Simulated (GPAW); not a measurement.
Input and output of a self-consistent single point for Fe (Im-3m, 1 atom in the cell) (GPAW).

Method: PBE, GPAW PAW datasets PBE (gpaw-data 1.0.1) (plane waves; GPAW 25.7.0).

```xyz
1
Lattice="-1.4307 1.4307 1.4307 1.4307 -1.4307 1.4307 1.4307 1.4307 -1.4307" Properties=species:S:1:pos:R:3 pbc="T T T"
Fe     0.0000     0.0000     0.0000
```
Moments meant for the start (each program seeds them in its own way; μB, in the order of the atoms Fe): 2.5.

Reference input (self-consistent single point, DFT PBE, plane waves, GPAW PAW datasets PBE (gpaw-data 1.0.1)): spinpol = true; mode = pw; ecut = 800 eV; xc = PBE; kpts = 8 8 8; mesh shift (steps) = 0 0 0; occupations.name = methfessel-paxton; occupations.width = 0.1 eV; occupations.order = 0; nbands = -5; symmetry.symmorphic = false; symmetry.tolerance = 0.0005. This run's input differs from it in these lines:

```diff
@@ -16,4 +16,4 @@
             xc='PBE',
-            kpts={'size': (8, 8, 8), 'gamma': True},
-            occupations={'name': 'methfessel-paxton', 'width': 0.1, 'order': 0},
+            kpts={'size': (18, 18, 18), 'gamma': True},
+            occupations={'name': 'methfessel-paxton', 'width': 0.05, 'order': 0},
             nbands=-5,
```

Output (repeated stretches shortened):

```
     iter     time        total  log10-change:  magmom
                         energy   eigst   dens
iter:   1 --:--:--    -8.946804                   +2.5044
iter:   2 --:--:--    -9.018964   -1.37  -1.48    +2.3160
iter:   3 --:--:--    -9.016529   -1.95  -1.49    +2.1051
iter:   4 --:--:--    -9.132469   -1.90  -1.80    +2.1544
iter:   5 --:--:--    -9.695853   -1.66  -1.34    +2.1414
iter:   6 --:--:--    -9.054497   -1.34  -1.12    +2.1535
iter:   7 --:--:--    -9.048900   -2.87  -2.09    +2.1601
iter:   8 --:--:--    -9.049169   -4.06  -2.70    +2.1674
iter:   9 --:--:--    -9.049793c  -4.06  -2.49    +2.1702
iter:  10 --:--:--    -9.048903c  -3.84  -2.54    +2.1702
iter:  11 --:--:--    -9.048792c  -5.38  -2.97    +2.1707
iter:  12 --:--:--    -9.048792c  -5.77  -3.42    +2.1723
iter:  13 --:--:--    -9.048801c  -5.95  -3.70    +2.1784
iter:  14 --:--:--    -9.048797c  -6.69  -4.07c   +2.1801
iter:  15 --:--:--    -9.048800c  -6.46  -4.12c   +2.1796
iter:  16 --:--:--    -9.048799c  -7.84c -3.78    +2.1795
iter:  17 --:--:--    -9.048799c  -6.92  -3.81    +2.1790
iter:  18 --:--:--    -9.048801c  -6.88  -4.10c   +2.1790
iter:  19 --:--:--    -9.048800c  -6.52  -3.75    +2.1789
iter:  20 --:--:--    -9.048799c  -8.22c -4.47c   +2.1789
Converged after 20 iterations.

Dipole moment: (0.000000, 0.000000, 0.000000) |e|*Ang

Total magnetic moment: (0.000000, 0.000000, 2.178877)
Local magnetic moments:
   0 Fe ( 0.000000,  0.000000,  2.223064)

Energy contributions relative to reference atoms: (reference = -34619.454600)

Kinetic:         +5.838129
Potential:       -4.977040
External:        +0.000000
XC:             -10.003123
Entropy (-ST):   -0.001383
Local:           +0.093926
SIC:             +0.000000
--------------------------
Free energy:     -9.049491
Extrapolated:    -9.048799

Spin contamination: 0.063007 electrons
Showing only first 2 kpts
                      Up                     Down
 Kpt  Band  Eigenvalues  Occupancy  Eigenvalues  Occupancy
  0     2      7.45840    1.00000      9.35405    1.00000
   [... lines left out ...]
  1     5      8.59471    1.00000     11.37159    0.00000

Fermi level: 9.66744

No gap
No difference between direct/indirect transitions
Energy (eV): -9.048799

Forces in eV/Ang:
  0 Fe    0.00000    0.00000    0.00000

Stress tensor:
     0.031772     0.000000     0.000000
     0.000000     0.031772    -0.000000
     0.000000    -0.000000     0.031772
Stress (GPa, Voigt): [ 5.0904  5.0904  5.0904 -0.      0.      0.    ]
```

The run converged in 20 iterations. GPAW prints stress with tension positive. Against the reference run the free energy goes down by 10.0 meV/atom, the pressure goes from -1.35 to -5.09 GPa and the size of the net moment goes from 2.35 to 2.18 μB/atom.

The starting cell has typed, rounded lattice constants, without a prior relaxation at this level. Its lattice was rescaled by up to half a per cent. With one magnetic atom in the cell only a parallel order is possible. With a pressure of about -5 GPa the cell is away from its equilibrium volume at this level.

Cost on one core of a shared machine: roughly 3 min.
